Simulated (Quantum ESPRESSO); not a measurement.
Band structure of Ti2Pd3 (Cmcm, 10 atoms in the cell).

```
Ti2Pd3
1.0
    7.29755     2.36292     0.00000
   -7.29755     2.36292     0.00000
    0.00000     0.00000     4.69529
Ti Pd
4 6
Direct
  0.10000   0.30000   0.75000
  0.90000   0.70000   0.25000
  0.70000   0.90000   0.25000
  0.30000   0.10000   0.75000
  0.72000   0.72000   0.75000
  0.28000   0.28000   0.25000
  0.52000   0.92000   0.75000
  0.48000   0.08000   0.25000
  0.08000   0.48000   0.25000
  0.92000   0.52000   0.75000
```

Method of the run: LDA (PZ), GBRV 1.5 ultrasoft (LDA) pseudopotentials (plane waves; Quantum ESPRESSO 7.5).

Settings: ecutwfc = 50 Ry; ecutrho = 400 Ry; occupations = smearing; smearing = fd; degauss = 0.0073499 Ry; potentials = {Ti: ti_lda_v1.4.uspp.F.UPF, Pd: pd_lda_v1.4.uspp.F.UPF}; K_POINTS = automatic 3 3 3 0 0 0; conv_thr = 1e-10 Ry.

The starting cell comes from a database of published, mostly measured structures (it also holds non-ambient and calculated ones), without a prior relaxation at this level. Its lattice was rescaled by a random factor within 2.5 % of one. Spin polarisation is off.

Levels in eV from the Fermi level, bands 69 to 76:
```
point     69     70     71     72     73    74    75    76
-----  -----  -----  -----  -----  -----  ----  ----  ----
Γ      -1.01  -0.90  -0.89  -0.38  -0.10  0.26  0.43  0.54
X      -0.95  -0.08   0.02   0.07   0.13  0.34  0.42  0.49
S      -0.56  -0.36   0.05   0.11   0.12  0.35  0.41  0.49
R      -0.62  -0.62  -0.40  -0.40   0.15  0.15  0.72  0.72
A      -0.91  -0.91  -0.14  -0.14   0.22  0.22  0.49  0.49
Z      -0.91  -0.91   0.01   0.01   0.33  0.33  0.57  0.57
Y      -0.86  -0.78  -0.55  -0.52  -0.06  0.10  0.35  0.35
X1     -0.95  -0.08   0.02   0.07   0.13  0.34  0.42  0.49
A1     -0.91  -0.91  -0.14  -0.14   0.22  0.22  0.49  0.49
T      -0.18  -0.18   0.03   0.03   0.15  0.15  0.53  0.53
```

Bands cross the Fermi level along this path, so the cell is metallic at this level.
